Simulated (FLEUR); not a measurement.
FLEUR run on ZrScVNi3 (R3m, 6 atoms in the cell): self-consistent single point.

Level of theory: FLEUR with LDA (Vosko-Wilk-Nusair), all-electron FLAPW (FLEUR), scalar-relativistic valence.

The change in words: lattice scaled by 0.98. Reference geometry:
```yaml
crystal:
  lattice:
    - [2.54001, 1.46648, 3.92295]
    - [-2.54001, 1.46648, 3.92295]
    - [0.00000, -2.93296, 3.92295]
  atoms:
    - { symbol: Zr, position: [0.99438, 0.99438, 0.99438] }
    - { symbol: Sc, position: [0.25357, 0.25357, 0.25357] }
    - { symbol: V, position: [0.62611, 0.62611, 0.62611], spin: 2.0 }
    - { symbol: Ni, position: [0.62486, 0.12620, 0.62486], spin: 2.0 }
    - { symbol: Ni, position: [0.62486, 0.62486, 0.12620], spin: 2.0 }
    - { symbol: Ni, position: [0.12620, 0.62486, 0.62486], spin: 2.0 }
```
(The spins are starting values, not results.)

Reference input (self-consistent single point, DFT, LDA (Vosko-Wilk-Nusair), all-electron FLAPW (FLEUR), scalar-relativistic valence): Kmax = 3.8 1/bohr; GmaxXC = 15.2 1/bohr; xcFunctional = vwn; jspins = 2; l_soc = F; mode = gauss; fermiSmearingEnergy = 0.00183747 Htr; mesh (inpgen div1-3) = 4 4 4; inpgen gamma flag = true; Gmax = 15.2 1/bohr; numbands = 0; maxIterBroyd = 15. This run's input differs from it in these lines:

```diff
@@ -3,6 +3,6 @@
 &input film=f /
-0.5185672922 0.2993949212 0.8009061397
--0.5185672922 0.2993949212 0.8009061397
--0.0000000000 -0.5987899760 0.8009060898
-9.2561423705
+0.5185673006 0.2993948798 0.8009061497
+-0.5185673006 0.2993948798 0.8009061497
+-0.0000000000 -0.5987900321 0.8009060478
+9.0710196059
 1.0 1.0 1.0
@@ -48,5 +48,5 @@
          <bravaisMatrix>
-            <row-1>    4.7999326852878736     2.7712420156318283     7.4133012544707615</row-1>
-            <row-2>   -4.7999326852878736     2.7712420156318283     7.4133012544707615</row-2>
-            <row-3>    0.0000000000000000    -5.5424852678842775     7.4133007925892569</row-3>
+            <row-1>    4.7039341507212393     2.7158168245718741     7.2650353864145805</row-1>
+            <row-2>   -4.7039341507212393     2.7158168245718741     7.2650353864145805</row-2>
+            <row-3>    0.0000000000000000    -5.4316361209965907     7.2650344620776828</row-3>
          </bravaisMatrix>
```

Output (repeated stretches shortened):

```
 Iteration:     1   Distance:      37.95268061 me/bohr^3
 Iteration:     2   Distance:      35.33201092 me/bohr^3
 Iteration:     3   Distance:      29.20347963 me/bohr^3
 Iteration:     4   Distance:      25.47169227 me/bohr^3
 Iteration:     5   Distance:      10.30234996 me/bohr^3
   [... 34 lines left out ...]
 Iteration:    40   Distance:       0.00002393 me/bohr^3
 Iteration:    41   Distance:       0.00002441 me/bohr^3
 Iteration:    42   Distance:       0.00001454 me/bohr^3
 Iteration:    43   Distance:       0.00000581 me/bohr^3
 Reset of history
 Run finished successfully
 Stop message:
   Structural relaxation: new displacements generated

[file out, last iteration]
             iter=     44
[...]
          total density-effective poten   -1.5790221459E+04
          total charge density-energy d   -3.7473608953E+02
 Updated energy parameters for spin:           1
 Updated energy parameters for spin:           2
[...]
 fermi energy and band-weighting factors:
   [... 5 lines left out ...]

[...]
FERMIE:
          first approx. to ef    (T=0)  :   0.395598 htr   (energy of the highest occ. eigenvalue)
          number of occ. states  (T=0)  :       1093
          first approx. to seigv (T=0)  : -44.775815 htr
          sum of weights of occ. states :  84.046875
          sum of semicore charge        :   0.000000 e
   [... lines left out ...]
          total moment                 =     0.55589
 Direct bandgap for spin            1 :    3.9433291502456447E-003  Htr
 Direct bandgap for spin            2 :    5.3691516593830091E-003  Htr
   [... lines left out ...]
     2  0.000000 |  0.000000  0.000000  0.000000  0.000000  0.000000  |  0.000000  0.000000  0.000000  0.000000  0.000000 omm
     3  0.000000 |  0.000000  0.000000  0.000000  0.000000  0.000000  |  0.000000  0.000000  0.000000  0.000000  0.000000 omm
     4  0.000000 |  0.000000  0.000000  0.000000  0.000000  0.000000  |  0.000000  0.000000  0.000000  0.000000  0.000000 omm
  Isomer shift o
```

The run converged in 43 iterations. FLEUR gives forces in its relaxation mode, with a further iteration, so its stop message speaks of a relaxation. Against the reference run the total energy drops by 35.1 meV/atom, the largest force goes from 0.049 to 0.132 eV/Å and the size of the net moment moves little (0.10 to 0.09 μB/atom).

The starting cell comes from a database of computed structures (which also holds hypothetical and non-ambient phases and stackings), without a prior relaxation at this level. For this run, on top of that: lattice scaled by 0.98. The moments shrank to a small part of their start, a low-spin state that need not be the lowest. Values depend on the basis (sphere radii, cutoffs, local orbitals), which need not be converged. The log's line on a gap gives a spacing of levels on this mesh, which the program prints for metals too.

Cost on one core of a shared machine: roughly 7 min.
